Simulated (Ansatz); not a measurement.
## K2NaAsF6: isotropic strain −5.24 %

Base system: K2NaAsF6 (space group Fm-3m, No. 225; a = 8.501 Å; a cell from a computed database, its experimental status unchecked).

It is then changed as follows: every lattice vector is shortened by 5.24 %; the atoms relax in the strained cell.

Computed with Ansatz (a program for electronic structure) r2SCAN, spin-orbit coupling left out. k-mesh 7×7×7 (Γ-centred); smearing 0.05 eV (Fermi–Dirac).

| quantity | base | changed | shift |
|---|---|---|---|
| space group | Fm-3m (No. 225) | Fm-3m (No. 225) | – |
| energy relative to the base (free energy F) | 0 meV/atom | +69 meV/atom | +69 meV/atom |
| pressure | 0.00 GPa | 11.49 GPa | +11.497 GPa |
| band gap | 4.96 eV | 5.08 eV | +0.12 eV |
| gap character | indirect, W → L | indirect, W → L | – |
| smallest direct gap | 5.05 eV | 5.16 eV | +0.11 eV |
| width of the top valence band | 0.73 eV | 0.86 eV | +0.13 eV |
| valley order (the lowest conduction-band minima on the path, energy above the VBM, named in the base's zone) | L along ⟨111⟩ 4.96 eV; a point along ⟨110⟩, about 0.4 Å⁻¹ from Γ 5.14 eV; a point along ⟨100⟩, about 0.2 Å⁻¹ from Γ 5.25 eV | L along ⟨111⟩ 5.08 eV; a point along ⟨110⟩, about 0.3 Å⁻¹ from Γ 5.20 eV; a point along ⟨100⟩, about 0.1 Å⁻¹ from Γ 5.27 eV | – |
| largest internal atomic displacement | – | 0.052 Å | – |

Stability against distortions was not tested.
